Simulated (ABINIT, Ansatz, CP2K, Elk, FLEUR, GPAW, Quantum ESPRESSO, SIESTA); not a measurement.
**Code comparison for PbS2 (I4/mcm, 6 atoms in the cell)**

Self-consistent single point, at a second geometry (lattice scaled by 0.98). First geometry:

```xyz
6
Lattice="-3.0750 3.0750 3.7766 3.0750 -3.0750 3.7766 3.0750 3.0750 -3.7766" Properties=species:S:1:pos:R:3 pbc="T T T"
Pb     0.0000     0.0000     5.6649
Pb     0.0000     0.0000     1.8883
S      3.8070     0.7320     0.0000
S     -0.7320     2.3429     3.7766
S      2.3429     0.7320     3.7766
S      0.7320     2.3429     0.0000
```

Shared settings, as Ansatz (a program for electronic structure) writes them: kpoints.mp_grid.grid = 4 4 4; scf.occupations.method = fermi_dirac; scf.occupations.width = 0.0037 Ry. Potentials and cutoffs stand in the table.

```tsv
code	model	ΔF from the first geometry (meV/atom)	pressure (GPa)	largest force (eV/Å)	cutoff
SIESTA	LDA PW92, numerical atomic orbitals DZP, PseudoDojo LDA standard norm-conserving potentials (rewritten from UPF to PSML)	-16.0	0.39	1.038	grid 300 Ry
FLEUR	LDA (Vosko-Wilk-Nusair), all-electron FLAPW (FLEUR), scalar-relativistic valence	-14.7	–	–	Kmax 4.4 1/bohr
ABINIT	LDA (PW92), norm-conserving pseudopotentials (PseudoDojo nc-sr-04 LDA standard)	-15.4	0.29	0.621	28 Ha
Elk	LDA (PW92), all-electron FP-LAPW, Elk's shipped species files, default APW+lo basis	-13.5	–	–	default
GPAW	LDA (Perdew-Wang 92), GPAW PAW datasets LDA (gpaw-data 1.0.1)	-15.9	0.16	0.687	600 eV
CP2K	LDA (Pade form), GPW, DZVP-MOLOPT-SR-GTH basis, GTH-PADE potentials (GTH_POTENTIALS)	-18.5	-0.09	0.655	grid 400 Ry
Quantum ESPRESSO	LDA (PZ), GBRV 1.5 ultrasoft (LDA) pseudopotentials	-16.1	0.17	0.665	40 Ry
Ansatz	LDA (PW92), PAW files made with PBE	-15.4	0.25	0.649	default
```

A dash marks a value that a program does not give, or that is left out as unsure.

No clean gap comes from SIESTA, ABINIT, Elk, GPAW, CP2K, Quantum ESPRESSO and Ansatz: levels at the Fermi energy touch, overlap or are partly filled at this smearing.

On Ansatz's run: spin-orbit coupling is off.

The spread over the programs that give each value: ΔF from the first geometry within 5.0 meV/atom; pressure within 0.48 GPa; largest force within 0.417 eV/Å.

SIESTA and CP2K use small atom-centred bases, whose incompleteness enters pressures, forces and empty levels differently from a plane-wave cutoff. FLEUR and Elk treat all electrons, but the usual bases taken here (sphere radii, linearisation, local orbitals, empty states) were not tested for convergence, so the values are no reference for the others. Ansatz's pressure is given at a fixed set of plane waves, as the other plane-wave codes print theirs; with its correction for the finite basis it is 0.29 GPa. The same LDA comes in different parametrisations, which differ slightly. In the force vectors, SIESTA (by 0.381) lies more than 0.08 eV/Å from the median of the plane-wave programs.

The starting cell comes from a database of computed structures (which also holds hypothetical and non-ambient phases and stackings), without a prior relaxation at this level. For this run, on top of that: lattice scaled by 0.98.

Keys are those of Ansatz 0.2.
